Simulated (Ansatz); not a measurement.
# Evanescent states of ZnInGaO4 (R3m, 7 atoms a cell, 12.2 Å³ an atom, -7 GPa at this level) along the normal of (110)

Level of theory: r2SCAN (plane waves, PAW; Ansatz, a quantum-chemistry and plane-wave program).

The gap is the functional's own. No spin-orbit coupling. Mid-gap values are those at the computed energy nearest the middle.

Energies count from the valence-band top; κ is the least over a 6×4 mesh across the current.

| E (eV) | κ (1/Å) | where |
|---|---|---|
| 0.04 | 0.071 | Γ |
| 0.14 | 0.113 | Γ |
| 0.23 | 0.136 | Γ |
| 0.32 | 0.150 | Γ |
| 0.41 | 0.159 | Γ |
| 0.49 | 0.164 | Γ |
| 0.58 | 0.166 | Γ |
| 0.68 | 0.166 | Γ |
| 0.77 | 0.164 | Γ |
| 0.85 | 0.160 | Γ |
| 0.94 | 0.154 | Γ |
| 1.03 | 0.146 | Γ |
| 1.12 | 0.135 | Γ |
| 1.22 | 0.122 | Γ |
| 1.30 | 0.106 | Γ |
| 1.40 | 0.084 | Γ |
| 1.49 | 0.049 | Γ |

Q: How thick must the barrier be to attenuate the transmission by 10^6 when the electrodes' Fermi level lies at 1.30 eV, and what attenuation does that film give at 0.68 eV?

A: d = 6 ln 10 / (2 × 0.106) = 65.2 Å. At 0.68 eV it gives 6 × 0.166/0.106 = 9.4 decades.
